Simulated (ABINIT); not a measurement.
Worked example: self-consistent single point of LaH₃ (I4mm, 4 atoms in the cell) in ABINIT.

Computed with LDA (PW92), PAW (JTH v2.0 LDA PAW) (plane waves; ABINIT).

```
CELL_PARAMETERS angstrom
     -1.86769     1.86769     3.04058
      1.86769    -1.86769     3.04058
      1.86769     1.86769    -3.04058
ATOMIC_POSITIONS crystal
  La 0.00822 0.00822 0.00000
  H  0.75000 0.25000 0.50000
  H  0.25000 0.75000 0.50000
  H  0.50000 0.50000 0.00000
```

Reference input (self-consistent single point, DFT, LDA (PW92), plane waves, PAW (JTH v2.0 LDA PAW)): pseudos = [La.LDA_PW-JTH.xml, H.LDA_PW-JTH.xml]; ecut = 816 eV; pawecutdg = 1633 eV; pawxcdev = 0; occopt = 3; tsmear = 0.00073499 Ha; ngkpt = 4 4 4; nshiftk = 1; shiftk = 0 0 0; potentials = JTH v2.0 LDA PAW; nband = 12; kptopt = 1. This run's input differs from it in these lines:

```diff
@@ -24,3 +24,3 @@
 kptopt 1
-ngkpt 4 4 4
+ngkpt 7 7 7
 nshiftk 1
```

Log, with long lists cut:

```
--- !BeginCycle
solver: {iscf: 17, nstep: 50, nline: 4, wfoptalg: 10, }
tolerances: {tolvrs: 1.00E-12, }
...

     iter   Etot(hartree)      deltaE(h)  residm     nres2
 ETOT  1  -33.689458059798    -3.369E+01 4.736E-01 1.161E+01
 ETOT  2  -34.001771839950    -3.123E-01 8.781E-03 2.474E+00
 ETOT  3  -33.999299593416     2.472E-03 3.859E-03 2.039E-01
 ETOT  4  -33.999113580065     1.860E-04 5.429E-03 4.710E-02
 ETOT  5  -33.999059360828     5.422E-05 1.148E-03 9.491E-04
   [... 5 lines left out ...]
 ETOT 11  -33.999060566040     1.194E-12 7.119E-05 3.939E-11
 ETOT 12  -33.999060566040    -4.761E-13 6.274E-05 2.320E-11
 ETOT 13  -33.999060566040     1.563E-13 1.216E-04 1.499E-12
 ETOT 14  -33.999060566040     1.421E-13 3.467E-05 5.294E-14
 At SCF step   14       nres2   =  5.29E-14 < tolvrs=  1.00E-12 =>converged.

 Cartesian components of stress tensor (hartree/bohr^3)
  sigma(1 1)=  8.27842689E-05  sigma(3 2)=  0.00000000E+00
  sigma(2 2)=  8.27842689E-05  sigma(3 1)=  0.00000000E+00
  sigma(3 3)=  1.18904037E-04  sigma(2 1)=  0.00000000E+00

 ----iterations are completed or convergence reached----

 reduced coordinates (array xred) for    4 atoms
       0.008222000000      0.008222000000      0.000000000000
       0.750000000000      0.250000000000      0.500000000000
       0.250000000000      0.750000000000      0.500000000000
       0.500000000000      0.500000000000      0.000000000000
 cartesian forces (eV/Angstrom) at end:
    1     -0.00000000000000    -0.00000000000000    -0.15218498558733
   [... lines left out ...]
 Fermi (or HOMO) energy (hartree) =   0.14953   Average Vxc (hartree)=  -0.39370
 Fermi (or HOMO) energy (eV) =   4.06884   Average Vxc (eV)= -10.71325
   [... lines left out ...]
'-kT*entropy'       : -1.18063492673598E-07
total_energy        : -3.39990605578356E+01
total_energy_eV     : -9.25161487718650E+02
...

-Cartesian components of stress tensor (GPa)         [Pressure= -2.7898E+00 GPa]
- sigma(1 1)=  2.43559687E+00  sigma(3 2)=  0.00000000E+00
- sigma(2 2)=  2.43559687E+00  sigma(3 1)=  0.00000000E+00
- sigma(3 3)=  3.49827697E+00  sigma(2 1)=  0.00000000E+00

 Calculation completed.
```

The run converged in 14 iterations. Against the reference run the free energy falls by 9.2 meV/atom, the pressure goes from -2.55 to -2.79 GPa, the largest force goes from 0.116 to 0.152 eV/Å and the gap on the mesh goes from 0.236 to 0.300 eV.

The starting cell comes from a database of computed structures (which also holds hypothetical and non-ambient phases and stackings), without a prior relaxation at this level. Its lattice was rescaled by up to half a per cent. One atom was moved a little off its site on purpose. Another mesh or the band path of this cell gives a smaller gap, so this value is not converged in the mesh.

Cost on one core of a shared machine: roughly 60 s.
